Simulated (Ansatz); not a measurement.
**Amorphous Bi$_{8}$In$_{16}$O$_{36}$**

The cell was made by melting and quenching with the CHGNet potential and then relaxed with DFT. O atoms were pushed apart under 1.9 Å during the dynamics, to hinder bonds among them. The hot cell started wider than the set density and was brought back towards it in steps. It is the lowest in DFT energy of 2 quenches. It is a model cell: composition and starting density were chosen by hand, and all elements were melted together. No dispersion term was used.

Methods: PBE, scalar-relativistic without spin-orbit coupling (Ansatz, a quantum-chemistry and plane-wave program); r2SCAN, scalar-relativistic without spin-orbit coupling (Ansatz); HSE06, scalar-relativistic without spin-orbit coupling (Ansatz). Geometry, pressure, stress and energy are those of the PBE run. Its sampling: a 2×2×2 Γ-centred mesh; Fermi-Dirac width 0.02 eV; no spin polarisation. Other functionals are single points at the zone centre (r2SCAN at 500 eV; exact exchange cut at the cell's faces), free to take moments where seeds were set.

| Item | Value |
|---|---|
| Number of atoms in the cell | 60 |
| Density (volume relaxed, without dispersion) | 7.29 g/cm³ |
| Volume per atom | 15.51 Å³ |
| Pressure on a 2×2×2 Γ-centred mesh | -0.01 GPa |
| Largest force and stress component on that mesh (the relaxation ran on the zone centre alone) | 0.08 eV/Å and 1.1 GPa |
| Gap on a 2×2×2 Γ-centred mesh (PBE) | 2.04 eV |
| Gap at the zone centre (PBE) | 2.09 eV |
| Gap at the zone centre (r2SCAN) | 2.44 eV |
| Gap at the zone centre (HSE06) | 3.21 eV |

Bonds are counted up to Bi-Bi 3.26 Å, Bi-In 3.19 Å, Bi-O 2.76 Å, In-In 3.12 Å, In-O 2.62 Å, O-O 1.58 Å. Two cations that share two anions don't count as bonded, nor two that share one unless they lie closer than Bi-Bi 3.17 Å, Bi-In 3.10 Å, In-In 3.04 Å.

```yaml
Mean coordination of Bi by anions: 4.62 (4 with 4, 3 with 5, 1 with 6)
Mean coordination of In by anions: 5.31 (2 with 4, 7 with 5, 7 with 6)
Mean coordination of O: 3.39 (1 with 2, 20 with 3, 15 with 4)
Mean In-O bond: 2.199 Å (spread 0.102 Å, 85 counted)
Mean Bi-O bond: 2.349 Å (spread 0.170 Å, 37 counted)
```

Its density started from a set value of 7.61 g/cm³. Cooling (nominally 230 K/ps over its main leg) ran many orders faster than in experiment, which tends to leave more defects and strain. One small periodic cell is one sample of the glass; other quenches scatter about these values. The volume was free in the relaxation, at fixed shape. Stress components on the final sampling reach 1.1 GPa.
